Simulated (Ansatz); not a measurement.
The starting structures come from a database of crystals and need not be the phases stable at ambient conditions.

By PBEsol, the system below comes out a metal.

A figure of merit of an interconnect metal is its ballistic conductance per area.

Input:

```yaml
crystal:
  lattice:
    - [2.70915, 0.00000, 0.00000]
    - [-1.35458, 2.34619, 0.00000]
    - [1.35457, 0.78206, 4.21895]
  atoms:
    - { symbol: Cu, position: [0.00000, 0.00000, 0.00000] }
    - { symbol: Pd, position: [0.00000, 0.50000, 0.50000] }
```

Space group of this cell: R-3m. The cell is taken as given; by PBEsol its mean pressure is -3.9 GPa.

The current flows along the normal of the first two printed cell vectors, the (001) plane of the conventional cell. No spin-orbit coupling; the value is a mean over 0.1 eV about the Fermi level.

### Question
Predict the ballistic conductance per area from PBEsol in Ansatz (a quantum-chemistry and plane-wave program).

### Answer
0.59 × 10¹⁵ S/m² for both spins.
